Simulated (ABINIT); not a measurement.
A self-consistent single point of CuAu (P4/mmm, 2 atoms in the cell) with ABINIT.

Computed with PBE, PAW (JTH v2.0 PBE PAW) (plane waves; ABINIT 10.0.3).

The change in words: lattice scaled by 0.98. Reference geometry:
```xyz
2
Lattice="2.8000 0.0000 0.0000 0.0000 2.8000 0.0000 0.0000 0.0000 3.6700" Properties=species:S:1:pos:R:3 pbc="T T T"
Cu     0.0000     0.0000     0.0000
Au     1.4000     1.4000     1.8350
```

Reference input (self-consistent single point, DFT, PBE, plane waves, PAW (JTH v2.0 PBE PAW)): pseudos = [Cu.GGA_PBE-JTH.xml, Au.GGA_PBE-JTH.xml]; ecut = 30 Ha; pawecutdg = 60 Ha; pawxcdev = 0; ixc = 11; occopt = 7; tsmear = 0.00999582 Ha; ngkpt = 12 12 10; nshiftk = 1; shiftk = 0 0 0; potentials = JTH v2.0 PBE PAW; nband = 21. This run's input differs from it in these lines:

```diff
@@ -3,3 +3,3 @@
 pseudos "Cu.GGA_PBE-JTH.xml, Au.GGA_PBE-JTH.xml"
-acell 2.8000000000 2.8000000000 3.6700000000 Angstrom
+acell 2.7440000000 2.7440000000 3.5966000000 Angstrom
 rprim
@@ -14,3 +14,3 @@
          0.0000000000    0.0000000000    0.0000000000
-         1.4000000000    1.4000000000    1.8350000000
+         1.3720000000    1.3720000000    1.7983000000
       Angstrom
```

The program printed (abridged):

```
--- !BeginCycle
solver: {iscf: 17, nstep: 100, nline: 4, wfoptalg: 10, }
tolerances: {tolvrs: 1.00E-12, }
...

     iter   Etot(hartree)      deltaE(h)  residm     nres2
 ETOT  1  -227.26013714463    -2.273E+02 5.392E+01 3.945E+01
 ETOT  2  -232.70432593298    -5.444E+00 4.034E-01 4.661E+02
 ETOT  3  -232.17729501173     5.270E-01 1.415E-01 3.452E+01
 ETOT  4  -232.14149260092     3.580E-02 1.156E-01 1.745E+01
 ETOT  5  -232.13072520776     1.077E-02 8.193E-02 6.363E+00
   [... 18 lines left out ...]
 ETOT 24  -232.11794384580     4.832E-13 2.319E-04 2.607E-11
 ETOT 25  -232.11794384580     8.811E-13 3.442E-04 3.562E-12
 ETOT 26  -232.11794384580    -1.080E-12 2.019E-04 2.550E-11
 ETOT 27  -232.11794384580     4.547E-13 2.943E-04 7.048E-13
 At SCF step   27       nres2   =  7.05E-13 < tolvrs=  1.00E-12 =>converged.

 Cartesian components of stress tensor (hartree/bohr^3)
  sigma(1 1)= -6.88668851E-04  sigma(3 2)=  0.00000000E+00
  sigma(2 2)= -6.88668851E-04  sigma(3 1)=  0.00000000E+00
  sigma(3 3)= -6.09704653E-04  sigma(2 1)=  0.00000000E+00

 ----iterations are completed or convergence reached----

 reduced coordinates (array xred) for    2 atoms
       0.000000000000      0.000000000000      0.000000000000
       0.500000000000      0.500000000000      0.500000000000
 cartesian forces (eV/Angstrom) at end:
    1     -0.00000000000000    -0.00000000000000    -0.00000000000000
    2     -0.00000000000000    -0.00000000000000    -0.00000000000000
 frms,max,avg= 0.0000000E+00 0.0000000E+00   0.000E+00  0.000E+00  0.000E+00 e/A
   [... lines left out ...]
 Fermi (or HOMO) energy (hartree) =   0.31481   Average Vxc (hartree)=  -0.44854
   [... lines left out ...]
'-kT*entropy'       : -7.32633203663085E-04
total_energy        : -2.32117944576431E+02
total_energy_eV     : -6.31625049066347E+03
...

-Cartesian components of stress tensor (GPa)         [Pressure=  1.9487E+01 GPa]
- sigma(1 1)= -2.02613337E+01  sigma(3 2)=  0.00000000E+00
- sigma(2 2)= -2.02613337E+01  sigma(3 1)=  0.00000000E+00
- sigma(3 3)= -1.79381272E+01  sigma(2 1)=  0.00000000E+00

 Calculation completed.
```

The run converged in 27 iterations. Against the reference run the free energy rises by 68.7 meV/atom and the pressure goes from 6.78 to 19.49 GPa.

The starting cell has typed, rounded lattice constants, without a prior relaxation at this level. For this run, on top of that: lattice scaled by 0.98. Spin polarisation is off. With a pressure of about 19 GPa the cell is away from its equilibrium volume at this level.

Cost on one core of a shared machine: roughly 6 min.
